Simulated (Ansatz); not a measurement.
**How the smallest direct gap on the k points sampled of Bi2S3 (model structure, started from the beta Ga2O3 type, C2/m, No. 12, 10 atoms in the cell) moves with the method**

No measured value is used here.

```
level (code)     value (eV)
---------------  ----------
LDA (Ansatz)           1.09
PBEsol (Ansatz)        1.16
r²SCAN (Ansatz)         [?]
HSE06 (Ansatz)         1.87
```

Complete the blanks.


- r²SCAN (Ansatz, an electronic-structure program), value (eV): 1.47

At these levels the smallest gap is indirect and lower: LDA 0.95, PBEsol 1.02, r²SCAN 1.32, HSE06 1.70 eV. Computed values are for a static lattice. Levels without +SOC have no spin–orbit coupling; where heavier elements are present it shifts gaps, mostly down, and can invert bands.  Values are at the PBEsol cell. Cutoffs and k meshes differ between the levels. Ansatz's density-functional and Hartree–Fock values are scalar-relativistic unless marked +SOC, with PAW data made under PBE.

A model structure was made by putting elements into a prototype or built by hand; it is no filed structure, need not be a known phase, and can be a saddle point held by its symmetry.
